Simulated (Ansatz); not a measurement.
Take Sc in the hcp (Mg type) structure (space group P6_3/mmc, No. 194; a = 3.3179 Å, c = 5.1860 Å; relaxed with 0.1 eV smearing) as the base. Axes: x lies along a and z along c of the hexagonal cell.

Computed with PBE (Ansatz, an electronic-structure program, PAW, scalar-relativistic without spin-orbit coupling).

Base values:

The shortest interatomic distance is 322.4 pm.

The change: tensile biaxial strain of 1.00 % in the plane normal to [001], as in epitaxy on a mismatched substrate; the out-of-plane cell vector and the atoms relax.

Task: What does the calculation give for the out-of-plane strain, shortest interatomic distance and in-plane stress after the change?

Result: The out-of-plane strain is -0.56 %; the shortest interatomic distance stays 322.4 pm; the mean in-plane stress (compression positive) amounts to -1.2 GPa.

Stability against distortions was not tested. The final runs are not spin-polarised.
